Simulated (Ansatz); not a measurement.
For SnGeSiC (model structure, R3m, No. 160, 4 atoms in the cell), LDA (Ansatz, a quantum-chemistry and plane-wave program, PAW) gives:

equilibrium lattice constant a: 3.695 Å
c axis length: 18.206 Å
bulk modulus: 102 GPa
cohesive energy: 5.32 eV/atom

### Question
What does r²SCAN in Ansatz (PAW) give for the same quantities?

### Answer

- lattice constant a: 3.735 Å (goes up by 1.1 %)
- lattice parameter c: 18.381 Å (goes up by 1.0 %)
- bulk modulus: 99.7 GPa (hardly moves)
- cohesive energy: 4.49 eV/atom (drops by 0.83 eV/atom)

Changes are worked out from the printed values.

Unless a cell is named, each level is at its own relaxed cell (LDA 17.94, r²SCAN 18.51 Å³/atom).

Levels without +SOC leave out spin–orbit coupling, which shifts energies and cells of such heavy elements.

Caveats: the bulk modulus is −V dP/dV from two relaxed cells at ±2 % in volume (LDA, r²SCAN). Ansatz's density-functional and Hartree–Fock values are scalar-relativistic unless marked +SOC, with PAW data made under PBE.

A model structure was made by putting elements into a prototype or built by hand; it is no filed structure, need not be a known phase, and can be a saddle point held by its symmetry.
